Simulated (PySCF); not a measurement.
PySCF 2.14.0, TPSSH/def2-svpd, df: Si(H)2(Vi)(OH) (C=C[SiH2]O), 10 atoms. The geometry is a generated start, not checked to be a minimum at this level.

| Quantity | Result |
|---|---|
| task | energy |
| method | tpssh |
| basis | def2-svpd |
| two-electron scheme | density fitting |
| mol.max_memory | 3000 MB |
| mf.max_cycle | 100 |
| mf.diis_space | 8 (default) |
| mf.conv_tol | 1e-09 (default) |
| mf.grids.level | 3 (default) |
| basis functions | 135 |
| grid points | 120352 |

```xyz
10

Si     0.8242    -0.4056    -0.7966
O      1.4469    -1.1953     0.4804
C     -0.6912     0.6138    -0.3227
C     -1.3421     0.5042     0.8257
H      0.4829    -1.5130    -1.6823
H      1.8213     0.5077    -1.3659
H      1.7579    -0.7437     1.2587
H     -1.0553     1.3323    -1.0484
H     -1.0308    -0.1977     1.5859
H     -2.2137     1.0972     1.0652
```

With the defaults (mf.DIIS = CDIIS, mf.diis = true, mf.level_shift = 0, mf.damp = 0, mf.diis_start_cycle = 1, mf.init_guess = minao) it converges in 12 Fock builds. One run each on 2 threads, 1 BLAS thread, with these changes:
- mf.DIIS = ADIIS
- mf.init_guess = 1e
- mf.diis = false
- mf.diis = false, mf.damp = 0.7, mf.diis_start_cycle = 999
- mf.DIIS = EDIIS
- mf.damp = 0.7, mf.diis_start_cycle = 8
- mf.level_shift = 0.1 Hartree
- mf.init_guess = sap
- mf.damp = 0.3, mf.diis_start_cycle = 4

Problem. Which runs fail or end elsewhere than the default run?

Solution. No convergence: mf.DIIS = EDIIS; mf.diis = false (the run ends without SCF convergence in 100 cycles). The rest reach the solution of the defaults.

| setting | Fock builds | end |
|---|---|---|
| the defaults | 12 | same solution |
| mf.level_shift = 0.1 Hartree | 12 | same solution |
| mf.damp = 0.7, mf.diis_start_cycle = 8 | 15 | same solution |
| mf.init_guess = sap | 15 | same solution |
| mf.damp = 0.3, mf.diis_start_cycle = 4 | 15 | same solution |
| mf.DIIS = ADIIS | 17 | same solution |
| mf.init_guess = 1e | 18 | same solution |
| mf.diis = false, mf.damp = 0.7, mf.diis_start_cycle = 999 | 28 | same solution |
| mf.DIIS = EDIIS | 101 | no convergence |
| mf.diis = false | 101 | no convergence |
